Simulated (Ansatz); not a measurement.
# TmFe2 (Fd-3m, No. 227; cell taken from a computed entry)

Calculation: LDA in Ansatz (PAW).

Run with plane-wave cutoff 500 eV, 14×14×14 k mesh, Fermi–Dirac smearing 0.1 eV, spin-polarised start, scalar-relativistic PAW data made under PBE.

Cell (relaxed at this level):

```
CELL_PARAMETERS angstrom
      0.00000     3.45504     3.45504
      3.45504     0.00000     3.45504
      3.45504     3.45504     0.00000
ATOMIC_POSITIONS crystal
  Tm 0.25000 0.25000 0.25000
  Tm 0.00000 0.00000 0.00000
  Fe 0.62500 0.62500 0.62500
  Fe 0.12500 0.62500 0.62500
  Fe 0.62500 0.62500 0.12500
  Fe 0.62500 0.12500 0.62500
```

```json
{
  "band_gap": "zero (no gap)"
}
```

Note: the magnetic order was assumed, not searched for or taken from measurement; a magnet's gap depends somewhat on the PAW data; the relaxation could not lower the start's symmetry, so the cell can be a saddle point above a distorted one; the 4f shell is treated without U or exact exchange, so its levels and filling can be wrong.

Spin–orbit coupling is not included.

Computed values are for the static lattice.

Ansatz is a quantum-chemistry and plane-wave program.
